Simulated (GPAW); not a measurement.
Band structure of Te₂Mo (P-6m2, 3 atoms in the cell).

```yaml
crystal:
  lattice:
    - [3.51715, 0.00000, 0.00000]
    - [-1.75858, 3.04594, 0.00000]
    - [0.00000, 0.00000, 17.31202]
  atoms:
    - { symbol: Te, position: [0.33333, 0.66667, 0.89786] }
    - { symbol: Te, position: [0.33333, 0.66667, 0.10214] }
    - { symbol: Mo, position: [0.00000, 0.00000, 0.00000] }
```

Computed with LDA (Perdew-Wang 92), GPAW PAW datasets LDA (gpaw-data 1.0.1) (plane waves; GPAW).

Settings: mode = pw; ecut = 550 eV; xc = LDA; kpts = 6 6 1; mesh shift (steps) = 0 0 0; occupations.name = fermi-dirac; occupations.width = 0 eV; nbands = -8; convergence.density = 1e-05 e/electron; convergence.energy = 1e-05 eV/electron; convergence.bands = -6; symmetry.symmorphic = false; symmetry.tolerance = 0.0005; maxiter = 120.

The starting cell comes from a database of computed structures (which also holds hypothetical and non-ambient phases and stackings), without a prior relaxation at this level. Its lattice was rescaled by a random factor within 2.5 % of one. Spin-orbit coupling is off.

### Question
Predict the gap along the standard path and the places of the band edges.

### Answer
The gap along the path is 1.09 eV, direct at K to within 0.01 eV.

Levels in eV from the top of the valence band on the SCF mesh, bands 10 to 17:
```tsv
point	10	11	12	13	14	15	16	17
Γ	-1.64	-0.90	-0.90	-0.40	3.23	3.23	3.55	3.55
M	-2.34	-1.52	-0.71	-0.30	1.46	1.81	3.44	3.91
K	-2.92	-2.90	-1.62	0.00	1.09	2.02	2.67	4.26
A	-1.64	-0.90	-0.90	-0.40	3.23	3.23	3.55	3.55
L	-2.34	-1.52	-0.71	-0.30	1.46	1.81	3.44	3.91
H	-2.92	-2.90	-1.62	0.00	1.09	2.02	2.67	4.26
```
